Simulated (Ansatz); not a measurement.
We consider BN (model structure, started from the HgO type, P6/mmm, No. 191, 6 atoms in the cell), described by r²SCAN in Ansatz (plane waves, PAW).

Numerical settings: plane-wave cutoff 560 eV, 12×12×6 k mesh (along the axes of the cell as run), Fermi–Dirac smearing 0.01 eV, scalar-relativistic PAW data made under PBE.

Computed at the level's own relaxed cell.

```
CELL_PARAMETERS angstrom
      3.89654     0.00000     0.00000
     -1.94827     3.37450     0.00000
      0.00000     0.00000     7.81979
ATOMIC_POSITIONS crystal
  B  0.00001 0.00001 0.50000
  B  0.99999 0.00000 0.83333
  B  0.00000 0.99999 0.16667
  N  0.99998 0.99998 0.00000
  N  0.00002 0.00000 0.33333
  N  0.00000 0.00002 0.66667
```

List the 15 lowest band energies at Γ above −25 eV (eV, relative to the valence band maximum), grouping those that round alike.

At Γ: -16.50, -16.02 (×2), -8.53 (×2), -7.30, -3.28 (×2), -1.27 (×4), 4.41, 7.03 (×2).

Note: the relaxation could raise the start's symmetry but not lower it, so the cell can be a saddle point; the cell has widely spaced layers and the level no dispersion term, so their spacing and the moduli can rest on weak binding.

A model structure was made by putting elements into a prototype or built by hand; it is no filed structure, need not be a known phase, and can be a saddle point held by its symmetry.

Ansatz is a first-principles code.
